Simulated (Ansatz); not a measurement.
Quick settings and what they miss: Ga2O3 (C2/m, 10 atoms in the cell)

Self-consistent single point.

```
Ga2O3
1.0
    6.27716    -1.55777     0.00000
    6.27716     1.55777     0.00000
   -1.41499     0.00000     5.77635
Ga O
4 6
Direct
  0.34116   0.34116   0.68527
  0.65884   0.65884   0.31473
  0.90953   0.90953   0.20521
  0.09047   0.09047   0.79479
  0.50353   0.50353   0.74334
  0.49647   0.49647   0.25666
  0.82663   0.82663   0.43677
  0.17337   0.17337   0.56323
  0.16450   0.16450   0.10915
  0.83550   0.83550   0.89085
```

Method: PBEsol, PAW files made with PBE (plane waves; Ansatz, a first-principles code).

Base settings: basis.ecutwfc = 30.9 Ry; kpoints.mp_grid.grid = 7 7 4; hamiltonian.xc = pbesol; hamiltonian.pseudopotentials = {kind: paw} (the program's default PAW files); scf.occupations.method = fermi_dirac; scf.occupations.width = 0.0037 Ry.

Tight run (finer mesh or higher cutoff; not a proven limit): basis.ecutwfc: 30.9 Ry → 43.4 Ry; kpoints.mp_grid.grid: 7 7 4 → 10 10 6; scf.convergence.dr2_threshold: default (1e-07 eV) → 1e-09 eV. It gave gap on the k-point mesh 1.63 eV; pressure -11.45 GPa; largest force (vector length) 0.319 eV/Å.

Quick runs, as changes from the base:
- A: the base itself
- B: basis.ecutwfc: 30.9 Ry → 15.4 Ry; kpoints.mp_grid.grid: 7 7 4 → 4 4 4; scf.convergence.dr2_threshold: default (1e-07 eV) → 0.001 eV
- C: basis.ecutwfc: 30.9 Ry → 21.7 Ry; kpoints.mp_grid.grid: 7 7 4 → 4 4 4; scf.occupations.width: 0.0037 Ry → 0.0147 Ry
- D: basis.ecutwfc: 30.9 Ry → 21.7 Ry; kpoints.mp_grid.grid: 7 7 4 → 8 8 8; kpoints.mp_grid.shift: default → 0.5 0.5 0.5
- E: basis.ecutwfc: 30.9 Ry → 18.4 Ry; kpoints.mp_grid.grid: 7 7 4 → 1 1 1; scf.convergence.dr2_threshold: default (1e-07 eV) → 0.001 eV
- F: basis.ecutwfc: 30.9 Ry → 15.4 Ry; kpoints.mp_grid.grid: 7 7 4 → 2 2 2; kpoints.mp_grid.shift: default → 0.5 0.5 0.5

Dashes: gap of E, left out as unsure on this mesh or at this smearing.

Gaps are read on each run's own mesh, which may miss the band edges.

The count of work is k-points × plane waves × bands × iterations; it is no time. 

Pressures in the table are Ansatz's without its Pulay estimate, at a fixed set of plane waves; the tight run's value above holds the estimate.

The starting cell comes from a database of computed structures (which also holds hypothetical and non-ambient phases and stackings), without a prior relaxation at this level. Its lattice was rescaled by a random factor within 2.5 % of one. In the base run, with a pressure of about -11 GPa the cell is away from its equilibrium volume at this level.

| run | energy less tight (meV/atom) | pressure less tight (GPa) | largest miss in a force vector (eV/Å) | gap on the mesh less tight (eV) | count of work / tight |
|---|---|---|---|---|---|
| A | 3.0 | -0.43 | 0.002 | 0.006 | 0.17 |
| B | 4380.4 | -259.54 | 0.782 | -0.464 | 0.016 |
| C | 274.7 | -25.74 | 0.085 | -0.035 | 0.042 |
| D | 273.9 | -25.88 | 0.083 | 0.083 | 0.24 |
| E | 2563.9 | -93.05 | 1.683 | – | 0.00100 |
| F | 4472.0 | -259.13 | 0.764 | 1.072 | 0.0030 |

Among the runs at the tight run's level, the energy misses run from 3.0 to 4472.0 meV/atom.

Keys are those of Ansatz 0.2.
